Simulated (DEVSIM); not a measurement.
**GaAs n-i-p diode**

System: GaAs n-i-p diode, at 300 K.

| layer (left to right) | material | thickness (μm) | Nd (cm⁻³) | Na (cm⁻³) | τn (s) | τp (s) |
|---|---|---|---|---|---|---|
| 1 | GaAs | 1.00 | 1.1e17 | - | 2e-8 | 2e-8 |
| 2 | GaAs | 0.980 | - | 3.5e12 | 2e-8 | 2e-8 |
| 3 | GaAs | 2.60 | - | 8.1e17 | 2e-8 | 2e-8 |

Left contact: ohmic. Right contact: ohmic. Voltage is applied to the left contact. Recombination: SRH at mid-gap. Mobility is μmin + (μ − μmin)/(1 + (N/Nref)^α).

The device is made up for the run: typed textbook-type constants, with dimensions and the other settings drawn at random. Values at 300 K.

```csv
parameter,GaAs
gap (eV),1.424
affinity (eV),4.07
permittivity,12.9
Nc (cm⁻³),4.7e17
Nv (cm⁻³),9e18
μn (cm²/Vs),8500
μp (cm²/Vs),400
"μn,min",500
"μp,min",20
"Nref,n",6e16
"Nref,p",1.5e17
αn,0.39
αp,0.38
```

Model (solved in DEVSIM): 1D drift-diffusion, Boltzmann statistics, complete ionisation; no tunnelling, impact ionisation, image-force lowering or self-heating.

| Property | Result |
|---|---|
| Potential step across the device at zero bias | 1.324 V |
| Dark forward voltage at 1 A/cm² | 1.058 V |
| Dark forward voltage at 100 A/cm² | 1.200 V |

Dark reverse current:

```tsv
V (V)	J (A/cm²)
0.10	9.0e-11
0.25	1.7e-10
0.50	2.7e-10
0.75	3.5e-10
1.00	4.1e-10
1.50	5.0e-10
2.00	5.6e-10
2.50	6.0e-10
3.25	6.5e-10
4.00	6.9e-10
5.00	7.3e-10
```

Small-signal capacitance in reverse bias (quasi-static):

| V (V) | C (nF/cm²) |
|---|---|
| 0.1 | 12.1 |
| 0.25 | 12.0 |
| 0.5 | 11.9 |
| 0.75 | 11.8 |
| 1 | 11.7 |
| 1.5 | 11.6 |
| 2 | 11.5 |
| 2.5 | 11.4 |
| 3.25 | 11.3 |
| 4 | 11.2 |
| 5 | 11.2 |
